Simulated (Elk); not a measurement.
# A self-consistent single point of Ca₃Tl (Fm-3m, 4 atoms in the cell) with Elk

Method: Elk with PBEsol, all-electron FP-LAPW, Elk's shipped species files, APW+lo basis with extra local orbitals.

The input file:

```
tasks
  0

xctype
  22

rgkmax
  8.0

gmaxvr
  16.0

nxlo
  2

lorbcnd
  .true.

lmaxi
  3

stype
  0

swidth
  0.00499791

maxscl
  100

scale
  1.889726125

avec
    0.0000000000    4.0258250000    4.0258250000
    4.0258250000    0.0000000000    4.0258250000
    4.0258250000    4.0258250000    0.0000000000

atoms
  2
  'Ca.in'
  3
  0.5000000000  0.5000000000  0.5000000000    0.0 0.0 0.0
  0.2500000000  0.2500000000  0.2500000000    0.0 0.0 0.0
  0.7500000000  0.7500000000  0.7500000000    0.0 0.0 0.0
  'Tl.in'
  1
  0.0000000000  0.0000000000  0.0000000000    0.0 0.0 0.0

ngridk
  7 7 7
```

Output, abridged:

```
│ Elk code version 10.2.4 │

All units are atomic (Hartree, Bohr, etc.)

│ Ground-state run starting from atomic densities │

Lattice vectors :
   0.000000000       7.607706677       7.607706677
   7.607706677       0.000000000       7.607706677
   7.607706677       7.607706677       0.000000000

Unit cell volume      :    880.6255353
Brillouin zone volume :   0.2816750179

Muffin-tin inner radius fraction :   0.1000000000E-01

Nuclei treated as point charges

Species :    1 (Ca)
 parameters loaded from : Ca.in
 name : calcium
 nuclear charge    :   -20.00000000
 electronic charge :    20.00000000
 atomic mass :    73057.72469
 muffin-tin radius :    2.400000000
 number of radial points in muffin-tin :    497
 atomic positions (lattice), magnetic fields (Cartesian) :
   1 :   0.50000000  0.50000000  0.50000000    0.00000000  0.00000000  0.00000000
   2 :   0.25000000  0.25000000  0.25000000    0.00000000  0.00000000  0.00000000
   3 :  -0.25000000 -0.25000000 -0.25000000    0.00000000  0.00000000  0.00000000

Species :    2 (Tl)
 parameters loaded from : Tl.in
 name : thallium
 nuclear charge    :   -81.00000000
 electronic charge :    81.00000000
 atomic mass :    372567.9640
 muffin-tin radius :    2.800000000
 number of radial points in muffin-tin :    697
 atomic positions (lattice), magnetic fields (Cartesian) :
   1 :   0.00000000  0.00000000  0.00000000    0.00000000  0.00000000  0.00000000

Total number of atoms per unit cell :    4

Spin treatment :
 spin-unpolarised

Number of Bravais lattice symmetries :   48
Number of crystal symmetries         :   48
Crystal has inversion symmetry
Real symmetric eigensolver will be used

k-point grid :      7     7     7
k-point offset :    0.000000000       0.000000000       0.000000000
k-point set is reduced with full crystal symmetry group
Total number of k-points :       20

Muffin-tin radius times maximum |G+k| :    8.000000000
 using average radius
Maximum |G+k| for APW functions       :    3.200000000
Maximum (1/2)|G+k|²                   :    5.120000000
Maximum |G| for potential and density :    16.00000000
 potential will be trimmed for |G| > 2 gkmax
Constant for pseudocharge density :   11
Radial integration step length :    4

G-vector grid sizes :     56    56    56
Number of G-vectors :    61143

Maximum angular momentum used for
 APW functions                      :    8
 outer part of muffin-tin           :    6
 inner part of muffin-tin           :    3

Total nuclear charge    :   -141.0000000
Total core charge       :    92.00000000
Total valence charge    :    49.00000000
Total excess charge     :    0.000000000
Total electronic charge :    141.0000000

Effective Wigner radius, rₛ :    1.142425401

Number of empty states         :   16
Total number of valence states :   41
Total number of core states    :   92

Conduction state local-orbitals added automatically
Total number of local-orbitals :  289

Exchange-correlation functional :     22     0     0
 PBEsol, Phys. Rev. Lett. 100, 136406 (2008)
 gradient requirement :    1
 generalised gradient approximation (GGA)

Smearing type :    0
 Gaussian
Smearing width :   0.4997910000E-02
Effective electronic temperature (K) :    1578.215154

Mixing type :    3
 Broyden mixing, J. Phys. A: Math. Gen. 17, L317 (1984)

Kohn-Sham potential initialised from atomic data

│ Self-consistent loop started │
│ Loop number : 1 │
 total energy                :     -22317.9137255
│ Loop number : 2 │
 total energy                :     -22318.1893544
RMS change in Kohn-Sham potential (target) :   0.2288582795     (  0.1000000000E-05)
Absolute change in total energy (target)   :   0.2756289048     (  0.1000000000E-03)
│ Loop number : 3 │
 total energy                :     -22318.3181742
RMS change in Kohn-Sham potential (target) :   0.2143352848     (  0.1000000000E-05)
Absolute change in total energy (target)   :   0.1977269456     (  0.1000000000E-03)
│ Loop number : 4 │
 total energy                :     -22320.2404138
RMS change in Kohn-Sham potential (target) :   0.9730158731E-01 (  0.1000000000E-05)
Absolute change in total energy (target)   :    1.971671378     (  0.1000000000E-03)
│ Loop number : 5 │
 total energy                :     -22321.3089659
RMS change in Kohn-Sham potential (target) :   0.3042372287E-01 (  0.1000000000E-05)
Absolute change in total energy (target)   :    1.561469988     (  0.1000000000E-03)
│ Loop number : 6 │
 total energy                :     -22321.7577616
RMS change in Kohn-Sham potential (target) :   0.7124684011E-02 (  0.1000000000E-05)
Absolute change in total energy (target)   :   0.8391631053     (  0.1000000000E-03)
│ Loop number : 7 │
 total energy                :     -22321.9028059
RMS change in Kohn-Sham potential (target) :   0.1633494718E-03 (  0.1000000000E-05)
Absolute change in total energy (target)   :   0.3548351407     (  0.1000000000E-03)
│ Loop number : 8 │
 total energy                :     -22321.9102660
RMS change in Kohn-Sham potential (target) :   0.9008287144E-04 (  0.1000000000E-05)
Absolute change in total energy (target)   :   0.9616891611E-01 (  0.1000000000E-03)
│ Loop number : 9 │
 total energy                :     -22321.9069484
RMS change in Kohn-Sham potential (target) :   0.4294643578E-04 (  0.1000000000E-05)
Absolute change in total energy (target)   :   0.2072452932E-01 (  0.1000000000E-03)
│ Loop number : 10 │
 total energy                :     -22321.9040117
RMS change in Kohn-Sham potential (target) :   0.7824677556E-05 (  0.1000000000E-05)
Absolute change in total energy (target)   :   0.2244495372E-02 (  0.1000000000E-03)
│ Loop number : 11 │
 total energy                :     -22321.9028556
RMS change in Kohn-Sham potential (target) :   0.8038128440E-06 (  0.1000000000E-05)
Absolute change in total energy (target)   :   0.5950268605E-03 (  0.1000000000E-03)
│ Loop number : 12 │
 total energy                :     -22321.9028549
RMS change in Kohn-Sham potential (target) :   0.4716930983E-06 (  0.1000000000E-05)
Absolute change in total energy (target)   :   0.1493876262E-03 (  0.1000000000E-03)
│ Loop number : 13 │
 total energy                :     -22321.9028326
RMS change in Kohn-Sham potential (target) :   0.1044394628E-06 (  0.1000000000E-05)
Absolute change in total energy (target)   :   0.5971125938E-04 (  0.1000000000E-03)
Convergence targets achieved

│ Loop number : 14 │

Energies :
 Fermi                       :     0.174254377555
 sum of eigenvalues          :     -13715.8214236
 electron kinetic            :      25559.7846457
 core electron kinetic       :      25195.0184150
 Coulomb                     :     -47399.2659011
 Coulomb potential           :     -38641.2971897
 nuclear-nuclear             :     -1349.84240054
 electron-nuclear            :     -53457.5498113
 Hartree                     :      7408.12631078
 Madelung                    :     -28078.6173062
 xc potential                :     -634.308879582
 exchange                    :     -474.073603474
 correlation                 :     -8.34796872924
 total energy                :     -22321.9028276

Density of states at Fermi energy :    87.82445006
 (states/Hartree/unit cell)

Estimated indirect band gap :   0.4028992458E-02
 from k-point     18 to k-point      7
Estimated direct band gap   :   0.1739598457E-01
 at k-point     19

Charges :
 core                        :    92.00000000
 valence                     :    49.00000000
 interstitial                :    6.867814726
 muffin-tins (core leakage)
  species :    1 (Ca)
   atom    1                 :    18.16322841     (  0.1971460861E-07)
   atom    2                 :    18.15086561     (  0.1967945273E-07)
   atom    3                 :    18.15086561     (  0.1967945273E-07)
  species :    2 (Tl)
   atom    1                 :    79.66722564     (  0.3697229536E-04)
 total in muffin-tins        :    134.1321853
 total calculated charge     :    141.0179126
 total charge                :    141.0000000
 error                       :   0.1791263920E-01

│ Self-consistent loop stopped │
```

The run converged in 14 iterations. The count includes the last loop, which Elk runs after its targets are met.

The starting cell comes from a database of computed structures (which also holds hypothetical and non-ambient phases and stackings), without a prior relaxation at this level. Spin-orbit coupling is off. Values depend on the basis (sphere radii, cutoffs, local orbitals), which need not be converged. The log's line on a gap gives a spacing of levels on this mesh, which the program prints for metals too.

Cost on one core of a shared machine: roughly 40 s.
